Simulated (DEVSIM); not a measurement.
Structure: illuminated Si n-on-p cell, one wavelength, with a back-surface field, at 300 K.

Layer 1 from the left is Si, thickness (μm) 0.0570, Nd (cm⁻³) 8.5e18, τn (s) 1.1e-7, τp (s) 2.1e-8, absorption coefficient (cm⁻¹) 180. Layer 2 from the left is Si, thickness (μm) 66.0, Na (cm⁻³) 1.2e16, τn (s) 3.2e-7, τp (s) 3.2e-7, absorption coefficient (cm⁻¹) 180. Layer 3 from the left is Si, thickness (μm) 0.130, Na (cm⁻³) 3.3e18, τn (s) 3.2e-7, τp (s) 3.2e-7, absorption coefficient (cm⁻¹) 180.

Left contact: ohmic, minority hole recombination velocity 2000 cm/s. Right contact: ohmic, minority electron recombination velocity 80 cm/s. Voltage is applied to the left contact. Recombination: SRH at mid-gap, radiative, Auger. Light enters at the left, 5.2e16 photons cm⁻² s⁻¹, one pass, no reflection. Mobility is constant in doping.

The device is made up for the run: typed textbook-type constants, with dimensions and the other settings drawn at random. Values at 300 K.

Si: gap (eV) 1.124, affinity (eV) 4.05, permittivity 11.7, Nc (cm⁻³) 2.86e19, Nv (cm⁻³) 3.1e19, μn (cm²/Vs) 1417, μp (cm²/Vs) 470, B (cm³/s) 4.7e-15, Cn (cm⁶/s) 2.8e-31, Cp (cm⁶/s) 9.9e-32.

DEVSIM, 1D drift-diffusion, Boltzmann statistics, complete ionisation; no tunnelling, impact ionisation, image-force lowering or self-heating.

Problem. What does the simulation give for the dark forward voltage at 1 A/cm², the dark forward voltage at 100 A/cm²?

Solution. dark forward voltage at 1 A/cm² 0.648 V; dark forward voltage at 100 A/cm² 0.860 V.
